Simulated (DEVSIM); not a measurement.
Structure: Pd/Al2O3/SiO2/n-Si capacitor, at 300 K.

Layer 1 from the left is Al2O3, thickness (nm) 14.0. Layer 2 from the left is SiO2, thickness (nm) 1.20. Layer 3 from the left is Si, thickness (nm) 2300, Nd (cm⁻³) 3e15.

Metal gate on the left, work function 5.2 eV. Fixed charge at the semiconductor interface -2.1e10 cm⁻² (in units of +e); no interface traps.

The device is made up for the run: typed textbook-type constants, with dimensions and the other settings drawn at random. Values at 300 K.

Al2O3: gap (eV) 6.8, affinity (eV) 1.35, permittivity 9. SiO2: gap (eV) 9, affinity (eV) 0.9, permittivity 3.9. Si: gap (eV) 1.124, affinity (eV) 4.05, permittivity 11.7, Nc (cm⁻³) 2.86e19, Nv (cm⁻³) 3.1e19.

Problem. Estimate by hand the flat-band voltage, the threshold voltage, and compare with a numerical solution.

Solution. 
- Flat-band voltage: C = 0.475 μF/cm², work-function difference 0.913 V; VFB = φms − qNf/C = 0.92 V; numerical 0.92 V.
- Threshold voltage: φF = 0.324 V, depletion charge √(4εqNφF) = 2.54e-8 C/cm²; VT = VFB − 2φF − Qd/C = 0.22 V; numerical 0.22 V.

Model (solved in DEVSIM): 1D Poisson equation in equilibrium, Boltzmann statistics, complete ionisation; no quantum confinement or tunnelling. Metal contacts follow the ideal Schottky-Mott rule: no Fermi-level pinning, no interface dipoles.
